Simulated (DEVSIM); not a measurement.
Structure: abrupt Si n-p junction, at 300 K.

| layer (left to right) | material | thickness (μm) | Nd (cm⁻³) | Na (cm⁻³) | τn (s) | τp (s) |
|---|---|---|---|---|---|---|
| 1 | Si | 4.80 | 2.2e16 | - | 1.1e-6 | 1.1e-6 |
| 2 | Si | 1.50 | - | 4.2e16 | 1.1e-6 | 1.1e-6 |

Left contact: ohmic. Right contact: ohmic. Voltage is applied to the left contact. Recombination: SRH at mid-gap, Auger. Mobility is constant in doping.

This is a model device: material constants are rounded textbook-type values typed into the input, and sizes, dopings and lifetimes were drawn at random. Values at 300 K.

| parameter | Si |
|---|---|
| gap (eV) | 1.124 |
| affinity (eV) | 4.05 |
| permittivity | 11.7 |
| Nc (cm⁻³) | 2.86e19 |
| Nv (cm⁻³) | 3.1e19 |
| μn (cm²/Vs) | 1417 |
| μp (cm²/Vs) | 470 |
| Cn (cm⁶/s) | 2.8e-31 |
| Cp (cm⁶/s) | 9.9e-32 |

Model (solved in DEVSIM): 1D drift-diffusion, Boltzmann statistics, complete ionisation; no tunnelling, impact ionisation, image-force lowering or self-heating.

The thickness of layer 2 was swept, all else fixed.

| thickness of layer 2 (μm) | dark forward voltage at 100 A/cm² (V) | dark forward voltage at 1 A/cm² (V) |
|---|---|---|
| 0.3 | 0.679 | 0.547 |
| 0.52 | 0.692 | 0.562 |
| 0.9 | 0.705 | 0.576 |
| 1.5 | 0.717 | 0.588 |
| 2.5 | 0.728 | 0.599 |
| 4.5 | 0.740 | 0.609 |
| 7.5 | 0.750 | 0.617 |

From the first row to the last the dark forward voltage at 100 A/cm² goes from 0.679 to 0.750. From the first row to the last the dark forward voltage at 1 A/cm² goes from 0.547 to 0.617.
